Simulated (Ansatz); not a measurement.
Consider CdSe in the zinc blende structure (space group F-43m, No. 216; a = 6.1963 Å).

Method: PBE/PAW in Ansatz (a quantum-chemistry and plane-wave program), no spin-orbit coupling.

One change was made to it. Results:

```csv
quantity,base,after
electron mass,0.052 mₑ (at Γ),0.072 mₑ (at Γ)
"hole mass (degenerate bands, along [100])","0.054, 0.73, 0.73 mₑ (at Γ)","0.075, 0.59, 0.59 mₑ (at Γ)"
band gap,0.49 eV,0.79 eV
volume per atom,29.74 Å³,25.76 Å³
```

### Question
Which change produced these results?
A. pressure 4.5 GPa
B. pressure 2.1 GPa
C. pressure 9 GPa

### Answer
C, pressure 9 GPa. For comparison, the band gap in the other runs: pressure 2.1 GPa gives 0.58 eV; pressure 4.5 GPa gives 0.66 eV.

Load acts through the strain it causes; cell and atoms are relaxed under it. Effective masses come from finite differences of ±0.01 Å⁻¹. Whether these cells are dynamically stable was not tested. Tetrahedral semiconductors of this kind turn to denser phases somewhere between about 1 and 50 GPa; those were not computed, so compressed cells here can lie past the real transition.
